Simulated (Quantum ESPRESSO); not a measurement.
# Parameter sweep on La₂SnS₅ (Pbam, 16 atoms in the cell)

```
La2SnS5
1.0
    8.14837     0.00000     0.00000
    0.00000    11.56754     0.00000
    0.00000     0.00000     4.10177
La Sn S
4 2 10
Direct
  0.57506   0.16886   0.50000
  0.42494   0.83114   0.50000
  0.07506   0.33114   0.50000
  0.92494   0.66886   0.50000
  0.50000   0.50000   0.00000
  0.00000   0.00000   0.00000
  0.68724   0.43069   0.50000
  0.31276   0.56931   0.50000
  0.18724   0.06931   0.50000
  0.81276   0.93069   0.50000
  0.85766   0.20156   0.00000
  0.14234   0.79844   0.00000
  0.35766   0.29844   0.00000
  0.64234   0.70156   0.00000
  0.50000   0.00000   0.00000
  0.00000   0.50000   0.00000
```

Base run A: PBEsol, GBRV 1.5 ultrasoft (PBESOL) pseudopotentials run with Quantum ESPRESSO 7.5, self-consistent single point.

Its settings: ecutwfc = 40 Ry; ecutrho = 200 Ry; occupations = smearing; smearing = mp; degauss = 0.0073499 Ry; potentials = {La: la_pbesol_v1.uspp.F.UPF, Sn: sn_pbesol_v1.4.uspp.F.UPF, S: s_pbesol_v1.4.uspp.F.UPF}; K_POINTS = automatic 3 2 7 0 0 0; conv_thr = 1e-11 Ry; mixing_beta = 0.3.

The starting cell comes from a database of computed structures (which also holds hypothetical and non-ambient phases and stackings), without a prior relaxation at this level. Its lattice was rescaled by a random factor within 2.5 % of one. In the base run, with a pressure of about -7 GPa the cell is away from its equilibrium volume at this level.

ΔF is the free energy per atom less that of run A. 

| run | degauss, K_POINTS | ΔF (meV/atom) | pressure (GPa) | largest force (eV/Å) | TS (meV/atom) |
|---|---|---|---|---|---|
| A | 0.0073499 Ry, automatic 3 2 7 0 0 0 | 0.00 | -6.66 | 0.077 | 0.0 |
| B | 0.002205 Ry, automatic 3 2 6 0 0 0 | 0.02 | -6.66 | 0.074 | 0.0 |
| C | 0.0073499 Ry, automatic 3 2 6 0 0 0 | 0.00 | -6.66 | 0.073 | 0.0 |
| D | 0.02205 Ry, automatic 3 2 6 0 0 0 | 0.51 | -6.68 | 0.081 | -2.0 |

Run D against A: The free energy stays essentially unchanged (within 1 meV/atom), the pressure hardly changes (-6.66 to -6.68 GPa) and the largest force goes from 0.077 to 0.081 eV/Å.

Run B against A: The free energy hardly moves (within 1 meV/atom), the pressure stays at -6.66 GPa and the largest force hardly changes (0.077 to 0.074 eV/Å).

Run C against A: The free energy hardly moves (within 1 meV/atom), the pressure stays at -6.66 GPa and the largest force hardly changes (0.077 to 0.073 eV/Å).
